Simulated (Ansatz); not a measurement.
For Hf3Si2 (P4/mbm, No. 127; cell taken from a computed entry), LDA (PAW; Ansatz, an electronic-structure program) gives:

| Property | Result |
|---|---|
| equilibrium lattice constant a | 6.921 Å |
| c axis length | 3.572 Å |

Q: What does r²SCAN+rVV10 (plane waves, PAW; Ansatz) give for the same quantities?

A: 
- lattice constant a: 6.988 Å (rises by 1.0 %)
- lattice parameter c: 3.645 Å (increases by 2.0 %)

Changes are worked out from the printed values.

Unless a cell is named, each level is at its own relaxed cell (LDA 17.11, r²SCAN+rVV10 17.80 Å³/atom).

Levels without +SOC leave out spin–orbit coupling, which shifts energies and cells of such heavy elements.

Caveats: the relaxation could not lower the start's symmetry, so the cell can be a saddle point above a distorted one (LDA, r²SCAN+rVV10). Ansatz's density-functional and Hartree–Fock values are scalar-relativistic unless marked +SOC, with PAW data made under PBE.
